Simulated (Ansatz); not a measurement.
System: 1T (CdI2-type) TiI2. Method: PBEsol in Ansatz (PAW).

Numerical settings: plane-wave cutoff 520 eV, 18×18×8 k mesh (along the axes of the cell as run), Fermi–Dirac smearing 0.05 eV, no spin polarisation, scalar-relativistic PAW data made under PBE.

Energies at three volumes about the minimum:

```json
[
 {"V (Å³/atom)": "28.472", "E − E_lowest (meV/atom)": "0.58"},
 {"V (Å³/atom)": "29.053", "E − E_lowest (meV/atom)": "0.00"},
 {"V (Å³/atom)": "29.634", "E − E_lowest (meV/atom)": "0.39"}
]
```

Task: Fit a parabola by hand: where is the minimum, and what is the bulk modulus?

Result: Slopes: (0.00 − 0.58)/(29.053 − 28.472) = -0.998 and (0.39 − 0.00)/(29.634 − 29.053) = 0.671 meV/Å³. Curvature E″ = 2 × (0.671 − (-0.998))/(29.634 − 28.472) = 2.873 meV/Å⁶. From the middle of the first interval, the slope vanishes at V0 = 28.7625 − (-0.998)/2.873 = 29.110 Å³/atom. B = V0 E″ = 29.110 × 2.873 meV/Å³ × 0.1602 GPa per meV/Å³ = 13.4 GPa. The full Birch–Murnaghan fit to all volumes gives V0 = 29.074 Å³/atom and B0 = 13.1 GPa.

Shape and atoms are relaxed at each volume.

Measured, for comparison: equilibrium volume per atom 33.26 Å³/atom (temperature not stated, no zero-point or thermal correction, from a published cell, temperature and pressure not stated; as tabulated in McGuire (2017), arXiv:1704.08225). Computed less measured: equilibrium volume per atom -12.6 %. For the largest miss, another phase or state or a fault of the measured value is possible beside the level's own.

Note: the run has no spin polarisation, so it can have missed a magnetic state; the cell comes from a level without a dispersion term, which matters for the spacing of layers, chains or molecules; the volume lies 13 % below that of the published cell; the cell has widely spaced layers and the level no dispersion term, so their spacing and the moduli can rest on weak binding; functionals without U or exact exchange can leave correlated insulators metallic, so the missing gap need not be real.

Ansatz is a program for electronic structure.
